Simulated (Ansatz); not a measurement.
Ansatz (a program for electronic structure) run on VPO5 (P1, 14 atoms in the cell): self-consistent single point.

Method: r2SCAN-D3BJ-ATM, default PAW files made with PBE (plane waves; Ansatz).

```yaml
crystal:
  lattice:
    - [3.31826, -4.04541, 0.00000]
    - [3.31826, 4.04541, 0.00000]
    - [-2.99367, 0.00000, 6.32208]
  atoms:
    - { symbol: V, position: [0.00131, 0.99739, 0.49218] }
    - { symbol: V, position: [0.01514, 0.01356, 0.00489] }
    - { symbol: P, position: [0.68065, 0.34146, 0.76143] }
    - { symbol: P, position: [0.31551, 0.67031, 0.23420] }
    - { symbol: O, position: [0.70342, 0.12725, 0.87520] }
    - { symbol: O, position: [0.29621, 0.85197, 0.12342] }
    - { symbol: O, position: [0.84859, 0.31489, 0.60166] }
    - { symbol: O, position: [0.15554, 0.71121, 0.38508] }
    - { symbol: O, position: [0.36915, 0.23229, 0.59499] }
    - { symbol: O, position: [0.62934, 0.76478, 0.40669] }
    - { symbol: O, position: [0.74547, 0.62299, 0.88954] }
    - { symbol: O, position: [0.22606, 0.36580, 0.09372] }
    - { symbol: O, position: [0.06382, 0.93365, 0.76162] }
    - { symbol: O, position: [0.94979, 0.05243, 0.27539] }
```

Reference input (self-consistent single point, DFT, r2SCAN, plane waves, default PAW files made with PBE): kpoints.mp_grid.grid = 4 4 3; hamiltonian.xc = r2scan; hamiltonian.pseudopotentials = {kind: paw} (the program's default PAW files); scf.occupations.method = fixed. This run's input differs from it in these lines:

```diff
@@ -24,2 +24,3 @@
   xc: r2scan
+  dispersion: d3bjatm
   pseudopotentials: { kind: paw }
```

Output, abridged:

```
SCF iter   1: F=—  HF=-13044.093360 eV  |F-HF|=—  |Δ(HF+E_count)|=         —  Δρ=3.69e-2  dr2=2.97e0  dr2_τ=1.49e0  ethr=1.77e-3  ⟨swp⟩=4.3  Hψ=6184  notcnv=0  defer=295
all-band conjugate gradients solve this SCF's bands
preconditioner: auto → Resta (q_TF=auto, 2.481 Å⁻¹)
SCF iter   2: F=—  HF=-13044.620604 eV  |F-HF|=—  |Δ(HF+E_count)|=   5.27e-1  Δρ=6.39e-2  dr2=8.24e0  dr2_τ=5.04e-1  ethr=1.77e-3  ⟨swp⟩=3.0  Hψ=3816  notcnv=0  defer=198  recentre
   [... lines left out ...]
SCF iter  11: F=—  HF=-13043.992797 eV  |F-HF|=—  |Δ(HF+E_count)|=   1.89e-4  Δρ=1.91e-5  dr2=8.18e-7  dr2_τ=6.84e-8  ethr=2.13e-8  ⟨swp⟩=1.9  Hψ=1757  notcnv=0  defer=212
SCF iter  12: F=—  HF=-13043.992797 eV  |F-HF|=—  |Δ(HF+E_count)|=   1.41e-7  Δρ=1.10e-5  dr2=2.47e-7  dr2_τ=1.62e-8  ethr=8.52e-10  ⟨swp⟩=2.1  Hψ=2194  notcnv=0  defer=211
SCF iter  13: F=-13043.992797 eV  HF=-13043.992797 eV  |F-HF|=1.94e-8  |Δ(HF+E_count)|=   1.32e-8  Δρ=6.20e-6  dr2=8.01e-8  dr2_τ=4.69e-9  ethr=1.04e-10  ⟨swp⟩=16.8  Hψ=8531  notcnv=0
SCF 1 converged in 13 iterations: F = -13043.992797 eV  dr2 = 8.01e-8
Free energy (F): -13043.992797 eV
Internal energy: -13043.992797 eV  (E = F + TS)
E sigma→0 (E₀):  -13043.992797 eV
Fermi energy:    4.116391 eV
--- Forces (eV/Å), atoms counted from 1 ---
  atom   1  V     -0.55339884     0.34833742     1.40504417
  atom   2  V      0.31954975    -0.08731730    -5.07060000
  atom   3  P     -2.83208405    -3.25108858    -7.17122085
  atom   4  P     -3.01680089    -6.08721330     8.79168736
  atom   5  O     -0.10147390    -0.37560812     1.40437389
  atom   6  O      6.00634301     5.63196531    -5.55471449
  atom   7  O     -1.04142750    -0.95565711     1.63528527
  atom   8  O     -2.06540048     0.49887324     0.45491251
  atom   9  O      0.18178808    -0.07178700     1.92601817
   [... lines left out ...]
  atom  14  O      1.58000175     1.39473856    -3.48221251
--- Stress (GPa, compression-positive) ---
        3.501226      10.372351      -5.243365
       10.372349       1.828155      -0.915801
       -5.243361      -0.915806       1.048307
  P = ⅓ Tr σ = 2.1259 GPa (21.259 kbar)
  The stress holds the Pulay correction. Without it, at fixed plane waves, as pw.x and ABINIT print it: P = 2.0319 GPa
```

The run converged in 13 iterations. Against the reference run the pressure goes from 2.90 to 2.13 GPa, the largest force hardly changes (11.107 to 11.111 eV/Å) and the gap on the mesh stays at 0.795 eV.

The starting cell comes from a database of computed structures (which also holds hypothetical and non-ambient phases and stackings), without a prior relaxation at this level. Its atoms were displaced at random from the sites of space group no. 15. Forces in this geometry exceed 1 eV/Å. Ansatz's pressure includes its estimate of the finite-basis (Pulay) stress.

Cost on one core of a shared machine: roughly 2 min.

Keys are those of Ansatz 0.2.
